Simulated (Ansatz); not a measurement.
Base system: Ir in the fcc (Cu type) structure (space group Fm-3m, No. 225; a = 3.845 Å; relaxed with 0.1 eV smearing).

All numbers come from Kohn–Sham DFT with the r2SCAN functional, run in Ansatz (a first-principles code) with PAW and 500 eV plane waves, no spin-orbit coupling.

Before the change:

* **Pressure**: 0.0 GPa

The change: every lattice vector is stretched by 0.50 %; the atoms relax in the strained cell.

How does this affect the energy relative to the base and pressure?

The energy goes up by 3.7 meV/atom; the pressure goes from zero to -5.4 GPa.

No phonon test of stability was made. The final runs are not spin-polarised.
